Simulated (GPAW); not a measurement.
A self-consistent single point of Sn (Immm, 1 atom in the cell) with GPAW.

Computed with PBEsol, GPAW PAW datasets PBEsol (made by gpaw-setup) (plane waves; GPAW).

```xyz
1
Lattice="-1.6963 1.9605 2.1142 1.6963 -1.9605 2.1142 1.6963 1.9605 -2.1142" Properties=species:S:1:pos:R:3 pbc="T T T"
Sn     0.0000     0.0000     0.0000
```

Reference input (self-consistent single point, DFT PBEsol, plane waves, GPAW PAW datasets PBEsol (made by gpaw-setup)): mode = pw; ecut = 550 eV; xc = PBEsol; kpts = 6 6 6; mesh shift (steps) = 0 0 0; occupations.name = fermi-dirac; occupations.width = 0.1 eV; nbands = -7; convergence.forces = 0.001 eV/Å; symmetry.symmorphic = false; symmetry.tolerance = 0.0005; maxiter = 150. This run's input differs from it in these lines:

```diff
@@ -13,4 +13,4 @@
             xc='PBEsol',
-            kpts={'size': (6, 6, 6), 'gamma': True},
-            occupations=FermiDirac(0.1),
+            kpts={'size': (10, 10, 10), 'gamma': True},
+            occupations=FermiDirac(0.02),
             nbands=-7,
```

Output (repeated stretches shortened):

```
     iter     time        total  log10-change:
                         energy   eigst   dens  force
iter:   1 --:--:--    -4.424257
iter:   2 --:--:--    -4.425029   -2.12  -1.74
iter:   3 --:--:--    -4.412710   -2.61  -1.77
iter:   4 --:--:--    -4.415311   -3.68  -2.42
iter:   5 --:--:--    -4.411791c  -3.72  -2.64
iter:   6 --:--:--    -4.411729c  -5.22  -3.36
iter:   7 --:--:--    -4.411695c  -6.17  -3.44
iter:   8 --:--:--    -4.411874c  -4.57  -3.44
iter:   9 --:--:--    -4.411631c  -4.90  -2.86
iter:  10 --:--:--    -4.411700c  -5.87  -3.07
iter:  11 --:--:--    -4.411709c  -5.56  -3.26
iter:  12 --:--:--    -4.411710c  -6.64  -4.58c
iter:  13 --:--:--    -4.411710c  -7.87c -4.36c
iter:  14 --:--:--    -4.411710c  -8.10c -4.98c -24.48c
Converged after 14 iterations.

Dipole moment: (-0.000000, 0.000000, 0.000000) |e|*Ang

Energy contributions relative to reference atoms: (reference = -167935.903346)

Kinetic:         +2.224933
Potential:       -2.497589
External:        +0.000000
XC:              -4.135171
Entropy (-ST):   -0.000881
Local:           -0.003442
SIC:             +0.000000
--------------------------
Free energy:     -4.412150
Extrapolated:    -4.411710

Showing only first 2 kpts
 Kpt  Band  Eigenvalues  Occupancy
  0     5     -4.16779    2.00000
  0     6     13.34129    0.00000
  0     7     13.48353    0.00000
  0     8     15.40026    0.00000

  1     5     -3.62124    2.00000
  1     6     12.44028    0.00000
  1     7     12.62861    0.00000
  1     8     12.99950    0.00000

Fermi level: 6.69232

No gap
No difference between direct/indirect transitions
Energy (eV): -4.41171

Forces in eV/Ang:
  0 Sn    0.00000    0.00000   -0.00000

Stress tensor:
     0.022866     0.000000     0.000000
     0.000000     0.021111     0.000000
     0.000000     0.000000     0.022125
Stress (GPa, Voigt): [3.6636 3.3823 3.5448 0.     0.     0.    ]
```

The run converged in 14 iterations. GPAW prints stress with tension positive. Against the reference run the free energy goes down by 30.8 meV/atom and the pressure goes from -3.00 to -3.53 GPa.

The starting cell comes from a database of computed structures (which also holds hypothetical and non-ambient phases and stackings), without a prior relaxation at this level. Its lattice was rescaled by up to half a per cent. With a pressure of about -4 GPa the cell is away from its equilibrium volume at this level.
